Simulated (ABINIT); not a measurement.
Pressure against volume in hcp Zr (space group 194) (ABINIT, LDA)

```
Zr
1.0
    3.10438     0.00000     0.00000
   -1.55219     2.68847     0.00000
    0.00000     0.00000     4.94970
Zr
2
Direct
  0.66667   0.33333   0.75000
  0.33333   0.66667   0.25000
```

Method of the run: LDA (PW92), norm-conserving pseudopotentials (PseudoDojo nc-sr-04 LDA standard) (plane waves; ABINIT 10.0.3). Settings: pseudos = [Zr.upf]; ecut = 46 Ha; occopt = 3; tsmear = 0.00183747 Ha; ngkpt = 18 18 10; nshiftk = 1; shiftk = 0 0 0; potentials = PseudoDojo nc-sr-04 LDA standard; nband = 17; kptopt = 1; nstep = 50; toldfe = 1e-09 Ha. The cell above is the first row's. The rows scale it uniformly. In all rows fractional positions and the k mesh are held.

```
V (Å^3/atom)  P (GPa)
------------  -------
20.655           6.31
21.104           3.73
21.553           1.37
22.002          -0.80
22.451          -2.79
22.900          -4.61
23.349          -6.28
23.798          -7.80
24.247              ?
```

**Question.** Using a cubic, estimate the missing P at V = 24.247 from the other rows, showing the fit.

**Answer.** With u = V - 22.2, the rows have u = -1.5450, -1.0960, -0.6470, -0.1980, 0.2510, 0.7000, 1.1490, 1.5980. Least squares gives P = -1.700 - 4.4510·u + 0.4357·u² - 0.02483·u³. Residuals (row less fit): 0.002, -0.004, 0.001, 0.001, 0.000, 0.001, -0.003, 0.001; standard error 0.003 (degrees of freedom: 4). The fitted pressure is zero at V0 = 21.83, where dP/dV = -4.782, so B0 = -V0·dP/dV = 104 GPa. At the withheld row, u = 2.0470, so P = -1.700 - 4.4510 × 2.0470 + 0.4357 × 2.0470² - 0.02483 × 2.0470³ = -9.198 GPa. The calculation gives -9.20 GPa, which the fit meets to the printed digits. The row lies outside the fitted rows, so this is an extrapolation. From the scatter of the fitted rows alone, a prediction at this place has a standard error of 0.008 GPa, so the miss is 0.2 times that.

Carrying the step between the two nearest rows on in a straight line would have given -9.32, off by 0.12; series whose last step already gives the withheld value aren't shown. The scan was laid around a cell of about the measured size, scaled by a guess for this functional; axis ratios and inner coordinates come from that cell. The runs keep the symmetry of the cell, so they don't test it for distortions. The shape of the cell and the inner coordinates aren't relaxed, so V0 and B0 belong to this uniform scaling; a relaxed crystal lies no higher in energy and is usually softer. Cutoffs and mesh are single choices, not tested for convergence of this quantity. Series with a scatter that would blur these digits, or in which a gap closes, are not shown.
